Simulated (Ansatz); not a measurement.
Take AgI in the zinc blende structure (space group F-43m, No. 216) as the base.

```
CELL_PARAMETERS angstrom
      0.00000     3.22493     3.22493
      3.22493     0.00000     3.22493
      3.22493     3.22493     0.00000
ATOMIC_POSITIONS crystal
  I  0.75000 0.75000 0.75000
  Ag 0.00000 0.00000 0.00000
```

Cartesian axes are those of the cell as printed.

Computed with plane-wave PAW DFT at the PBEsol level (Ansatz, a program for electronic structure, 420 eV), without spin-orbit coupling.

Now apply this change: compressive biaxial strain of 2.37 % in the plane normal to [110], as in epitaxy on a mismatched substrate; the out-of-plane cell vector and the atoms relax.

Question: Estimate the effect on the out-of-plane strain.

Answer: The out-of-plane strain comes out as +3.02 %.

Whether these cells are dynamically stable was not tested.
